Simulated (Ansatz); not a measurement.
The reference is CdSe in the zinc blende structure (space group F-43m, No. 216; a = 6.196 Å).

All numbers come from PBE (Ansatz, a first-principles code; PAW; 420 eV plane waves; spin-orbit coupling left out), earlier PAW set.

Base values:

The band gap comes out as 0.49 eV, the lattice parameter a is 6.196 Å and the electron mass is 0.052 mₑ (at Γ). The hole mass is 0.053, 0.73, 0.73 mₑ (at Γ).

The change: cell and atoms relaxed at a pressure of 5 GPa.

Question: How does this affect the band gap?

Answer: The band gap goes up by 0.19 eV to 0.68 eV.

Question: Estimate the effect on the lattice parameter a.

Answer: The lattice parameter a falls by 0.184 Å to 6.012 Å.

Question: What happens to the electron mass?

Answer: The electron mass goes from 0.052 mₑ (at Γ) to 0.065 mₑ (at Γ).

Question: How does this affect the hole mass?

Answer: The hole mass (degenerate bands, along [100]) goes from 0.053, 0.73, 0.73 mₑ (at Γ) to 0.068, 0.64, 0.64 mₑ (at Γ).

Load acts through the strain it causes; cell and atoms are relaxed under it. Effective masses come from finite differences of ±0.01 Å⁻¹. Stability against distortions was not tested. Tetrahedral semiconductors of this kind turn to denser phases somewhere between about 1 and 50 GPa; those were not computed, so compressed cells here can lie past the real transition.
